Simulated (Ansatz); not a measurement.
**Response to strain in Ga2Cu**

Base system: Ga₂Cu (space group P4/mmm, No. 123; a = 2.803 Å, c = 5.742 Å; relaxed with 0.1 eV smearing). Axes: x, y, z lie along a, b, c of the conventional cell.

Strains are applied to the cell and any free atomic positions relax; under biaxial strain the out-of-plane vector relaxes too.

All numbers come from Ansatz (an electronic-structure program), PBEsol, PAW, cutoff 420 eV, no SOC.

Notes on the quantities. pressure: mean of the normal stresses, compression positive.

```csv
case,volume per atom,pressure
base,15.04 Å³,0.0 GPa
"biaxial strain −1.80 %, plane normal [001], relaxed out of plane",14.67 Å³,2.1 GPa
"biaxial strain +0.63 %, plane normal [001], relaxed out of plane",15.17 Å³,-0.7 GPa
"biaxial strain +1.05 %, plane normal [001], relaxed out of plane",15.26 Å³,-1.1 GPa
isotropic strain −0.68 %,14.74 Å³,2.1 GPa
uniaxial strain ε_yy = −0.34 %,14.99 Å³,0.3 GPa
uniaxial strain ε_zz = +2.48 %,15.41 Å³,-2.5 GPa
```

Stability against distortions was not tested. The final runs are not spin-polarised.
